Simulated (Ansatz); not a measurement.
Start from CrAgO₂ (space group R-3m, No. 166; a = 2.966 Å, c = 18.455 Å (hexagonal axes); ferromagnetic; a model cell). Axes: x lies along a and z along c of the hexagonal cell.

All numbers come from Kohn–Sham DFT with the PBEsol functional, run in Ansatz (an electronic-structure program) with PAW and 420 eV plane waves, scalar-relativistic without spin-orbit coupling.

Before the change:

| Property | Value |
|---|---|
| Shortest interatomic distance | 1.975 Å |

Now apply this change: tensor shear ε_yz = −3.28 % (engineering shear γ = -0.0656), atoms relaxed at fixed cell.

### Question
What happens to the shortest interatomic distance and largest internal atomic displacement?

### Answer
The shortest interatomic distance drops by 0.002 Å, from 1.975 Å to 1.973 Å; the largest internal atomic displacement amounts to 0.061 Å.

The cells carry an imposed strain or load. Stability against distortions was not tested. No Hubbard U is applied and the magnetic state is the run's own (CrAgO2 ferromagnetic); other magnetic orders, which need larger cells, were not tried and can change the gap.
